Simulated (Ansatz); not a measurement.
Consider Al$_{2}$O$_{3}$ in the corundum structure (space group R-3c, No. 167; a = 4.8080 Å, c = 13.1216 Å (hexagonal axes)). Axes: x lies along a and z along c of the hexagonal cell.

Method: PBE, PAW, 420 eV (Ansatz, a first-principles code; no spin-orbit coupling), earlier PAW set.

Perturbation: every lattice vector is stretched by 0.61 %, atoms relaxed at fixed cell.

Question: Predict the stress tensor and what it implies for the stiffness.

Answer: Stress of the strained cell less that of the base (GPa, compression positive):
```
  -4.13    0.00    0.00
   0.00   -4.13    0.00
   0.00    0.00   -3.90
```

Then B = −ΔP/(ΔV/V₀) with ΔV/V₀ = 0.0184 gives secant stiffness values (nonlinear terms included at this strain): B (at held cell shape, above the free-shape value) ≈ 220 GPa.

Whether these cells are dynamically stable was not tested.
